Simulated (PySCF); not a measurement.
PySCF 2.14.0, unrestricted HF/def2-svpd, df: disulfane anion (SS), charge -1, multiplicity 2, 4 atoms. The geometry is a generated start, not checked to be a minimum at this level.

```json
{
 "task": "energy",
 "method": "hf",
 "basis": "def2-svpd",
 "two_electron_scheme": "density fitting",
 "mol.max_memory": "3000 MB",
 "mf.max_cycle": "100",
 "mf.conv_tol": "1e-09 (default)",
 "basis_functions": "70"
}
```

```xyz
4

S     -0.8973     0.4193     0.5079
S      0.8916     0.4669    -0.4788
H     -1.5325    -0.4452    -0.2941
H      1.5383    -0.4410     0.2651
```

Charge -1 and multiplicity 2 are set for this test and not shown to be the ground state.

With the defaults (mf.DIIS = CDIIS, mf.diis = true, mf.damp = 0, mf.diis_start_cycle = 1, mf.level_shift = 0, mf.diis_damp = 0, mf.diis_space = 8, mf.init_guess = minao) it converges in 16 Fock builds. One run each on 2 threads, 1 BLAS thread, with these changes:
- mf.damp = 0.3, mf.diis_start_cycle = 4
- mf.DIIS = EDIIS
- mf.init_guess = mod_huckel
- mf.diis_damp = 0.3
- mf.level_shift = 0.3 Hartree
- mf.diis_space = 3
- mf.diis_space = 12
- mf.diis = false, mf.damp = 0.7, mf.diis_start_cycle = 999
- mf.init_guess = atom

Task: Which runs fail or end elsewhere than the default run?

Result: No convergence: mf.DIIS = EDIIS; mf.diis = false, mf.damp = 0.7, mf.diis_start_cycle = 999 (the run ends without SCF convergence in 100 cycles). The rest reach the solution of the defaults.

| setting | Fock builds | end |
|---|---|---|
| the defaults | 16 | same solution |
| mf.damp = 0.3, mf.diis_start_cycle = 4 | 16 | same solution |
| mf.init_guess = atom | 16 | same solution |
| mf.diis_space = 12 | 16 | same solution |
| mf.diis_damp = 0.3 | 17 | same solution |
| mf.init_guess = mod_huckel | 17 | same solution |
| mf.diis_space = 3 | 22 | same solution |
| mf.level_shift = 0.3 Hartree | 31 | same solution |
| mf.DIIS = EDIIS | 101 | no convergence |
| mf.diis = false, mf.damp = 0.7, mf.diis_start_cycle = 999 | 101 | no convergence |
